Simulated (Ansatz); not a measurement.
SiO₂ (P4₁2₁2, No. 92), treated with revPBE (Ansatz, a first-principles code, PAW).

Numerical settings: plane-wave cutoff 520 eV, 8×8×6 k mesh (along the axes of the cell as run), Fermi–Dirac smearing 0.01 eV, scalar-relativistic PAW data made under PBE.

Shape and atoms are relaxed at each volume.

The direct gap at Γ against volume; x = 100 ln(V/15.835 Å³). One gap is withheld.

```csv
V (Å³/atom),x,gap (eV)
15.201,-4.09,5.677
15.518,-2.02,5.647
15.835,0.00,5.617
16.152,1.98,5.586
16.468,3.92,?
```

Problem. Fit a straight line to the rows shown, give the volume deformation potential and predict the withheld gap.

Solution. Means of the 4 rows: x̄ = -1.032, ȳ = 5.6318 eV. Σ(x − x̄)(y − ȳ) = -0.3065 and Σ(x − x̄)² = 20.465, so the slope is -0.0150 eV per unit of x, and dE_g/d ln V = -1.5 eV. At x = 3.92: 5.6318 + (-0.0150) × (3.92 − (-1.032)) = 5.558 eV. The run gives 5.555 eV, 0.003 eV below the line.

Note: the cell is over a tenth larger than the published one: the level's own overestimate first of all, though another phase or state, or a fault of the published cell, is possible; the bulk modulus comes from volumes at which shape and atoms were relaxed.
